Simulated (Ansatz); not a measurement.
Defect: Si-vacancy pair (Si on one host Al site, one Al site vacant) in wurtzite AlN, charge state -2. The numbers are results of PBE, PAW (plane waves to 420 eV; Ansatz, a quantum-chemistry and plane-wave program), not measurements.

Cell of 72 host sites held at the relaxed PBE lattice; the Γ point alone; Fermi-Dirac width 0.01 eV, spin-restricted; finite-size errors left in. No zero-point or tunnelling terms. The charge state is imposed; whether it is stable for some Fermi level was not computed. Forms of the defect that were not tried may lie lower.

Barriers: single points on a 2×2×2 k-point mesh shifted by half a step along c at the bands' geometries (they differ from the bands' own by up to 0.19 eV, and are uncertain by about as much).

The step: one Al atom jumps into the vacancy from a nearby Al site (Si-vacancy distance between ideal sites 3.09 Å throughout). Atoms about the jump, Cartesian Å from the middle of the jump, before and after:

```csv
atom,x0,y0,z0,x1,y1,z1
Al1,1.53,0.00,0.00,-1.53,0.00,0.00
N2,0.18,-0.99,-0.76,-0.18,-0.99,-0.76
N3,1.57,1.82,-0.55,1.57,1.99,-0.62
N4,-1.57,1.99,-0.62,-1.57,1.82,-0.55
N5,1.55,0.01,1.93,1.57,0.01,2.44
N6,-1.57,0.01,2.44,-1.55,0.01,1.93
Al7,-0.04,2.70,0.03,0.04,2.70,0.03
Al8,-0.01,-0.89,2.55,0.01,-0.89,2.55
N9,0.00,2.72,1.97,0.00,2.72,1.97
Si10,0.00,-0.89,-2.45,0.00,-0.89,-2.45
Al11,1.55,1.81,2.53,1.57,1.82,2.55
Al12,-1.57,1.82,2.55,-1.55,1.81,2.53
Al13,-0.01,-2.66,0.00,0.01,-2.66,0.00
Al14,1.55,1.83,-2.46,1.54,1.80,-2.42
Al15,-1.54,1.80,-2.42,-1.55,1.83,-2.46
N16,0.00,-2.69,1.93,0.00,-2.69,1.93
N17,3.12,-0.88,-0.52,3.28,-0.98,-0.62
N18,-3.28,-0.98,-0.62,-3.12,-0.88,-0.52
N19,1.50,-0.03,-3.05,1.45,-0.05,-3.09
N20,-1.45,-0.05,-3.09,-1.50,-0.03,-3.05
Al21,3.13,2.72,0.04,3.09,2.69,0.02
Al22,-3.09,2.69,0.02,-3.13,2.72,0.04
Al23,3.12,-0.89,2.53,3.13,-0.89,2.55
Al24,-3.13,-0.89,2.55,-3.12,-0.89,2.53
```

Predict the transition state.


```
atom      x      y      z
----  -----  -----  -----
Al1    0.00   0.39   0.30
N2     0.00  -1.08  -0.76
N3     1.41   1.84  -0.49
N4    -1.42   1.84  -0.49
N5     1.41   0.04   1.99
N6    -1.42   0.04   1.99
Al7    0.00   2.91   0.05
Al8    0.00  -0.95   2.64
N9     0.00   2.78   1.99
Si10   0.00  -0.95  -2.44
Al11   1.53   1.81   2.55
Al12  -1.54   1.81   2.55
Al13   0.00  -2.75   0.01
Al14   1.51   1.78  -2.38
Al15  -1.51   1.78  -2.38
N16    0.00  -2.74   1.96
N17    3.20  -0.93  -0.57
N18   -3.20  -0.93  -0.57
N19    1.46  -0.06  -3.05
N20   -1.46  -0.06  -3.05
Al21   3.06   2.62   0.05
Al22  -3.07   2.62   0.05
Al23   3.05  -0.84   2.42
Al24  -3.05  -0.84   2.42
```
It lies 2.20 eV above the start and 2.20 eV above the end. The saddle point's order was not checked, and it lies on a symmetry element of the cell, where a band can be held.
